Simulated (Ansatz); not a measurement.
The parent structure is SrTe in the rock salt structure (space group Fm-3m, No. 225; a = 6.607 Å). Axes: x, y, z lie along the cube axes.

Computed with Ansatz (an electronic-structure program), PBEsol, PAW, cutoff 420 eV, no spin-orbit coupling.

Base values:

| Property | Result |
|---|---|
| Valley order | X along ⟨100⟩ 1.57 eV; Γ 2.82 eV |

It is then changed as follows: the cell is stretched by 2.00 % along z with no lateral relaxation; the atoms relax in the strained cell.

Problem. How does this affect the energy relative to the base and valley order?

Solution. The energy goes up by 3.6 meV/atom; the valley order (the lowest conduction-band minima on the path, energy above the VBM, named in the base's zone) changes from X along ⟨100⟩ 1.57 eV; Γ 2.82 eV to X along [100] 1.61 eV; X along [001] 1.62 eV; Γ 2.71 eV.

Spin-orbit coupling, missing from the scalar runs, can matter with Te. The levels and masses belong to the bands next to the band gap. Stability against distortions was not tested.
